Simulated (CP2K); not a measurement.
Input and output of a self-consistent single point for Ba₂CaTeO₆ (Fm-3m, 10 atoms in the cell) (CP2K).

Level of theory: CP2K with PBEsol, GPW, DZVP-MOLOPT-PBE-GTH basis, GTH-PBE potentials (POTENTIAL_UZH).

```xyz
10
Lattice="5.8354 0.0000 0.0000 2.9177 5.0536 0.0000 2.9177 1.6845 4.7646" Properties=species:S:1:pos:R:3 pbc="T T T"
Ba     2.9177     1.6845     1.1911
Ba     8.7531     5.0536     3.5734
Ca     0.0000     0.0000     0.0000
Te     5.8354     3.3691     2.3823
O      5.8354     1.8126     1.2817
O      4.4874     4.1473     1.2817
O      5.8354     4.9256     3.4829
O      7.1834     2.5908     3.4829
O      4.4874     2.5908     3.4829
O      7.1834     4.1473     1.2817
```

Reference input (self-consistent single point, DFT PBEsol, GPW, DZVP-MOLOPT-SR-GTH basis, GTH-PBE potentials (GTH_POTENTIALS)): CUTOFF = 500 Ry; REL_CUTOFF = 50 Ry; SMEAR/METHOD = FERMI_DIRAC; ELECTRONIC_TEMPERATURE = 1160.45 K; KPOINTS/SCHEME = MACDONALD 3 3 3 0.1666666667 0.1666666667 0.1666666667; XC_FUNCTIONAL = PBE:PBESOL; Ba/BASIS_SET = DZVP-MOLOPT-SR-GTH-q10; Ba/POTENTIAL = GTH-PBE-q10; Ca/BASIS_SET = DZVP-MOLOPT-SR-GTH-q10; Ca/POTENTIAL = GTH-PBE-q10; Te/BASIS_SET = DZVP-MOLOPT-SR-GTH-q6; Te/POTENTIAL = GTH-PBE-q6. This run's input differs from it in these lines:

```diff
@@ -9,4 +9,4 @@
   &DFT
-    BASIS_SET_FILE_NAME BASIS_MOLOPT
-    POTENTIAL_FILE_NAME GTH_POTENTIALS
+    BASIS_SET_FILE_NAME BASIS_MOLOPT_UZH
+    POTENTIAL_FILE_NAME POTENTIAL_UZH
     &QS
@@ -83,3 +83,3 @@
     &KIND Ba
-      BASIS_SET DZVP-MOLOPT-SR-GTH-q10
+      BASIS_SET DZVP-MOLOPT-PBE-GTH-q10
       POTENTIAL GTH-PBE-q10
@@ -87,3 +87,3 @@
     &KIND Ca
-      BASIS_SET DZVP-MOLOPT-SR-GTH-q10
+      BASIS_SET DZVP-MOLOPT-PBE-GTH-q10
       POTENTIAL GTH-PBE-q10
@@ -91,3 +91,3 @@
     &KIND Te
-      BASIS_SET DZVP-MOLOPT-SR-GTH-q6
+      BASIS_SET DZVP-MOLOPT-PBE-GTH-q6
       POTENTIAL GTH-PBE-q6
@@ -95,3 +95,3 @@
     &KIND O
-      BASIS_SET DZVP-MOLOPT-SR-GTH-q6
+      BASIS_SET DZVP-MOLOPT-PBE-GTH-q6
       POTENTIAL GTH-PBE-q6
```

Output (repeated stretches shortened):

```
 SCF WAVEFUNCTION OPTIMIZATION

  Step     Update method      Time    Convergence         Total energy    Change
     1 NoMix/Diag. 0.20E+00      -     1.84187564      -193.5842475238 -1.94E+02
     2 Broy./Diag. 0.20E+00      -     0.14800773      -184.0058825093  9.58E+00
     3 Broy./Diag. 0.20E+00      -     0.42387064      -189.4379953790 -5.43E+00
     4 Broy./Diag. 0.20E+00      -     0.28064357      -192.9186382471 -3.48E+00
     5 Broy./Diag. 0.20E+00      -     0.20743827      -191.5488627107  1.37E+00
     6 Broy./Diag. 0.20E+00      -     0.02087351      -191.9048495266 -3.56E-01
   [... 6 lines left out ...]
    13 Broy./Diag. 0.20E+00      -     0.00002834      -191.8325914498  1.21E-04
    14 Broy./Diag. 0.20E+00      -     0.00000535      -191.8325711879  2.03E-05
    15 Broy./Diag. 0.20E+00      -     0.00000729      -191.8325968962 -2.57E-05
    16 Broy./Diag. 0.20E+00      -     0.00000042      -191.8326080365 -1.11E-05
  *** SCF run converged in    16 steps ***

  Overlap energy of the core charge distribution:               0.00000048766650
  Self energy of the core charge distribution:               -448.73602732003854
  Core Hamiltonian energy:                                    113.79560498046241
  Hartree energy:                                             178.76387791647684
  Exchange-correlation energy:                                -35.65606410095119
  Electronic entropic energy:                                  -0.00000000013605
  Fermi energy:                                                 0.34644267827461

  Total energy:                                              -191.83260803652001
  Total energy (extrapolated to T->0):                       -191.83260803645200

   [... lines left out ...]

 STRESS| Analytical stress tensor [bar]
 STRESS|                        x                   y                   z
 STRESS|      x        1.45814986285E+05  -3.66263199769E+02  -2.58992379036E+02
 STRESS|      y       -3.66263199769E+02   1.46237735516E+05  -1.49633569808E+02
 STRESS|      z       -2.58992379036E+02  -1.49633569808E+02   1.46343831808E+05
 STRESS| 1/3 Trace                                             1.46132184536E+05
```

The run converged in 16 iterations. Against the reference run the pressure goes from 13.93 to 14.61 GPa, the largest force goes from 1.647 to 1.761 eV/Å and the gap on the mesh goes from 4.026 to 3.988 eV.

The starting cell comes from a database of published, mostly measured structures (it also holds non-ambient and calculated ones), without a prior relaxation at this level. Its lattice was rescaled by a random factor within 2.5 % of one. Spin-orbit coupling is off. Values carry the incompleteness of an atom-centred basis. The potentials were made for another functional than the one used. Forces in this geometry exceed 1 eV/Å.

Cost on one core of a shared machine: roughly 2 min.
